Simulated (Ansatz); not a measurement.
The reference is TiN in the rock salt structure (space group Fm-3m, No. 225; a = 4.2339 Å; relaxed with 0.1 eV smearing). Axes: x, y, z lie along the cube axes.

Level of theory: r2SCAN in Ansatz (plane waves to 500 eV, PAW, no spin-orbit coupling), earlier PAW set.

Strains are applied to the cell and any free atomic positions relax; under biaxial strain the out-of-plane vector relaxes too.

One change was made to it. Results:

```json
[
 {"quantity": "pressure (mean of the normal stresses, compression positive)", "base": "0.0 GPa", "after": "-9.1 GPa"},
 {"quantity": "volume per atom", "base": "9.49 Å³", "after": "9.83 Å³"}
]
```

Question: Which change produced these results?
A) biaxial strain +2.30 %, plane normal [001], relaxed out of plane
B) isotropic strain +1.27 %
C) biaxial strain −4.88 %, plane normal [001], relaxed out of plane
D) strain tensor (xx, yy, zz, yz, xz, xy) = (−0.76, −0.70, +2.36, +0.79, +0.10, +1.10) %
E) isotropic strain −0.54 %

Answer: A, biaxial strain +2.30 %, plane normal [001], relaxed out of plane. For comparison, the pressure in the other runs: strain tensor (xx, yy, zz, yz, xz, xy) = (−0.76, −0.70, +2.36, +0.79, +0.10, +1.10) % gives -1.9 GPa; isotropic strain −0.54 % gives 5.0 GPa; biaxial strain −4.88 %, plane normal [001], relaxed out of plane gives 30.9 GPa; isotropic strain +1.27 % gives -10.3 GPa.

No phonon test of stability was made. The final runs are not spin-polarised. An odd electron count without spin: TiN.

Ansatz is a quantum-chemistry and plane-wave program.
